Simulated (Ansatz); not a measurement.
Cell and atoms of amorphous Si120O60:

```xyz
180
Lattice="14.2398 0.0475 0.2345 0.0475 15.8457 -0.2901 0.2345 -0.2901 15.1696" Properties=species:S:1:pos:R:3 pbc="T T T"
Si     0.6407     3.8356     3.3511
Si    14.0972     7.3717     6.0465
Si     9.4306     1.8389     5.6924
Si     0.9727    13.9104     2.9542
Si    11.1406    15.1460     1.9922
Si    13.0929    12.1758     9.7507
Si     9.9582     5.9968    15.1040
Si     5.0321    14.3460    14.8925
Si    11.5963    12.7005     2.1647
Si     5.3785    12.1141     1.6233
Si    13.3461    12.6769     3.6985
Si     0.4688     1.2178     0.7600
Si     4.1304    12.1754    14.9447
Si     0.3428    14.4739    12.6057
Si     2.1316    13.5742     0.9180
Si    12.0706    13.0663     5.6312
Si     1.6799    14.8167    14.4998
Si     0.2539     2.2017    11.0528
Si    14.0731     9.7457     6.0931
Si     2.5165    13.2634     4.6314
Si     1.7313     7.6363    12.9327
Si     4.6157     4.6339    14.3998
Si     4.5753     5.6886     5.5937
Si     5.0077    11.4067     8.0097
Si     7.0956     4.7872    14.0733
Si     7.1612    13.5811    14.2623
Si     9.5546    10.8102     6.9148
Si     3.6568    15.1858    13.2258
Si     5.5520     5.1896    11.2723
Si     3.6279    15.1736     1.9247
Si     5.5645    14.1621     2.8731
Si     5.5523     0.9207     5.1198
Si     3.8740    11.4595     3.5227
Si     1.6389    10.4372     7.2958
Si     7.8426     1.2687     7.3144
Si     5.0172     4.0322     2.2811
Si     3.8515     9.4775     7.1464
Si    10.1563     4.0867     8.9244
Si     5.0987     7.4110    10.4444
Si     9.7589    12.9660     5.2172
Si    10.3203    15.2051    12.9026
Si    11.7996     6.0906     4.5429
Si     6.9752    10.8744     9.1108
Si    11.4288     0.6811     5.5451
Si     0.7402     9.7801     9.4313
Si     1.6958    14.5657    10.6033
Si     8.1080     4.5461     2.8457
Si     9.6336     8.1157     3.5198
Si     7.0244     3.5718     0.9231
Si    12.6308     3.6787     2.7243
Si     6.9371    12.2028    12.2456
Si    11.0022     1.5384    10.0531
Si     6.1622     5.5179     3.7478
Si    11.6825    15.2221    14.8387
Si     5.0511    14.6476     9.5239
Si     2.1917     1.1310    10.2541
Si     1.8786     0.4238     7.2327
Si     7.0945     1.2363     0.6896
Si     9.9354     4.7250     6.5582
Si    10.3525     8.6013     8.6774
Si     8.0947    15.6033    13.5485
Si     8.6562     7.3804     6.3731
Si     4.7154     7.3516     7.9856
Si     0.5283     0.4022     2.9969
Si    13.8168    -0.0322     8.1575
Si    10.8208     1.6559    13.1292
Si     7.3782     3.3309     9.6592
Si     1.9263    12.8480     7.0679
Si     6.3568     1.1323    11.4173
Si    13.4852     4.2378    12.1015
Si    13.1304     7.5526    12.7704
Si    12.3666     4.2539     0.2935
Si    12.3588     4.6367     9.9228
Si     7.0233    10.2935     6.6131
Si     3.7651    13.7124    11.3666
Si     3.4945     4.5530    12.2726
Si     3.7522    14.3732     7.3388
Si     7.6543     8.6801     9.5867
Si    12.1423    11.0338     6.8455
Si     3.2169     8.8186    11.4159
Si     3.2768     5.2438     1.2808
Si     4.6581     8.0322     3.8213
Si    10.8211     8.9557    13.9457
Si     2.1353     9.9571     2.7879
Si     8.8278     6.4879     2.0594
Si    13.1896     1.9039     9.4246
Si     1.8273     5.7634     4.2364
Si    11.1735    13.0140    12.2714
Si    12.6945     7.6659     8.8640
Si     8.7261    11.0427    13.3834
Si    12.7926     1.5592    14.9348
Si     1.4449     3.4700     1.1065
Si     1.7184     1.9313     4.3315
Si    12.3447    11.6338     0.1751
Si     6.4178     0.5132     2.8813
Si     9.7348    14.9873     8.5625
Si     9.8028    15.5870     3.8991
Si     2.5605     7.4563     2.5973
Si     7.6688    12.9646     9.8632
Si     1.1445     7.2545     0.6527
Si     1.2471     5.3239    12.5551
Si     7.5793    11.9366     0.4248
Si     4.5307    11.6694    12.5215
Si     0.5904     4.8461    14.8961
Si    12.4752     1.0911     3.4099
Si    12.8283    13.2841    13.8705
Si     0.3821    13.8246     8.7542
Si    14.2620     0.9964    13.1909
Si     5.0076    10.0788     5.1164
Si     0.1497     9.8316     1.4695
Si     3.7621     2.5086    15.1704
Si     9.7722    11.2777     2.7825
Si    14.2584    10.5323     3.9381
Si     6.8397     8.1244     7.4808
Si     4.3969    14.6654     4.9969
Si     2.4249     1.3836    13.5081
Si     3.5796     2.2971    11.7303
Si     4.7464     1.1508     1.2075
Si     3.7878     3.1068     4.0890
Si    11.8206    14.9843     6.9767
O      9.9969    11.9470    12.7562
O      6.0227     7.1757     3.3887
O      9.2429     8.1862     9.8616
O      4.8252     2.4280     5.2119
O     14.1478    11.0603    10.4124
O      6.0521     4.2529     9.9797
O      8.6025     5.5651    14.1939
O      9.5631     3.4712     5.5562
O     10.1785     2.4052     8.9012
O     10.7839     2.2119    11.5551
O      8.6729     5.7479     6.2681
O      5.5739     0.3170    10.2251
O      9.8905     9.6191     2.8918
O      4.4675     5.8208     7.2391
O      6.4946    13.9123     9.2336
O     13.8644     8.5922     9.5586
O      3.9522    10.1965    11.9869
O     11.2557     5.5003     5.9640
O      9.1021    13.6931     9.4070
O      8.9964    14.3263     4.6643
O      8.7914     1.1360     4.2559
O      0.2588     8.4438    12.7446
O     11.9152     8.6985    12.7527
O      8.6651     4.3590     9.6323
O      9.2050    11.7274     4.2639
O      8.6829    11.7023     1.6374
O      9.9956     7.8220     7.2578
O     11.7268     4.8662     3.4771
O      6.7945     4.9643    12.4230
O     13.2979     7.0843     7.4442
O      9.3791     9.5073    13.3898
O     11.8773    12.5867    10.8108
O      7.4831     2.1550    10.8038
O     13.0621     3.5209     8.8205
O     13.7993    10.9240     0.5699
O     11.0550     7.4202     3.9558
O      2.3030     1.3095     8.5881
O     10.3541     0.0330    10.0719
O     11.1819     4.8510    15.1114
O      5.1858     1.9995    12.1425
O      2.1972     7.6860    14.5385
O      9.8627    10.2023     8.4605
O      6.5938     8.1520    10.7460
O      4.0321     7.1705     5.1228
O     10.5476     7.4796    14.6392
O      3.2623     4.7113     4.9219
O      7.2781     2.5277     8.2257
O      7.1183     0.2002    12.5157
O     12.5041     6.2848     9.7128
O      6.5342     0.7652     6.4291
O      8.4367    -0.0231     8.1664
O     12.3817    11.4414     8.4582
O     14.0939     8.3390     1.1851
O     11.4973    10.1198    14.9273
O      8.7351     8.1328     4.9004
O      9.2798    12.4835     6.7501
O      1.8396     1.4827     5.9411
O      1.2980     6.4941     5.6560
O     13.3056     6.6509     4.7935
O      2.0455     9.2695    10.3065
```

All values below come from PBE, scalar-relativistic without spin-orbit coupling (plane waves to 420 eV, PAW; Ansatz, a quantum-chemistry and plane-wave program). The usual formal charges leave 360 electrons over, so the level spacing at the Fermi energy parts defect or band states and needn't be the band gap.

A CHGNet melt-quench gave the starting glass, which DFT then relaxed. O atoms were pushed apart under 1.9 Å during the dynamics, to hinder bonds among them. The hot cell started wider than the set density and was brought back towards it in steps. It is the lowest in DFT energy of 8 quenches. It is a model cell: composition and starting density were chosen by hand, and all elements were melted together. No dispersion term was used. Its density started from a set value of 2.10 and ended at 2.10 g/cm³. Cooling (nominally 290 K/ps over its main leg) ran many orders faster than in experiment, which tends to leave more defects and strain. A cell of this size samples the disorder only roughly. The volume was held where the preparation left it and the shape relaxed, at a PBE pressure of -1.6 GPa (tension). Stress components on the final sampling reach 1.6 GPa. On a 2×2×2 Γ-centred mesh force components of up to 0.13 eV/Å stay, since the relaxation ran on the zone centre alone.

Cut-offs for bonds: Si-Si 2.60 Å, Si-O 2.02 Å, O-O 1.58 Å. Two cations that share two anions don't count as bonded, nor two that share one unless they lie closer than Si-Si 2.38 Å.

Question: Give the coordination numbers, mean bond lengths and angles.

Answer: 
```json
{
  "Mean coordination of Si by anions": "1.01 (64 with 0, 14 with 1, 23 with 2, 15 with 3, 4 with 4); 340 close contacts or bonds to cations besides",
  "Mean coordination of O": "2.02 (59 with 2, 1 with 3)",
  "Mean Si-Si bond": "2.408 Å (spread 0.069 Å, 170 counted)",
  "Mean Si-O bond": "1.670 Å (spread 0.037 Å, 121 counted)",
  "Bond angle at Si": "mean 108.2°, spread 15.2°",
  "Bond angle at O": "mean 137.8°, spread 17.3°"
}
```
